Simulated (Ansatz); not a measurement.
**How the volume per atom of WC (model structure, started from the TiAs type, P6₃/mmc, No. 194, 8 atoms in the cell) moves with the method**

No measured value is used here.

```csv
level (code),value (Å³/atom)
PBE (Ansatz),10.58
PBEsol (Ansatz),10.33
PBE-D3(BJ) (Ansatz),(withheld)
```

Q: Complete the blanks.

A: 
- PBE-D3(BJ) (Ansatz, a quantum-chemistry and plane-wave program), value (Å³/atom): 10.37

Density-functional levels without +SOC have no spin–orbit coupling. Ansatz's density-functional and Hartree–Fock values are scalar-relativistic unless marked +SOC, with PAW data made under PBE.

A model structure was made by putting elements into a prototype or built by hand; it is no filed structure, need not be a known phase, and can be a saddle point held by its symmetry.
